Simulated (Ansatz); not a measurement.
The parent structure is Mg2Ge in the anti-fluorite structure (space group Fm-3m, No. 225; a = 6.364 Å).

Level of theory: Ansatz (an electronic-structure program) PBEsol, no spin-orbit coupling, earlier PAW set.

For the base:

The band gap comes out as 0.08 eV and the density comes out as 3.12 g/cm³. The shortest interatomic distance is 2.756 Å.

The change: a hydrostatic pressure of 7.5 GPa.

Q: How does this affect the band gap, density and shortest interatomic distance?

A: The band gap becomes zero (base: 0.08 eV); the density goes up by 0.375 g/cm³ (3.12 g/cm³ → 3.50 g/cm³); the shortest interatomic distance shrinks by 0.102 Å (2.756 Å → 2.654 Å).

Load acts through the strain it causes; cell and atoms are relaxed under it. No phonon test of stability was made. Competing high-pressure phases were not computed. The final runs are not spin-polarised. The zero or small gap of Mg2Ge can change with the level of theory.
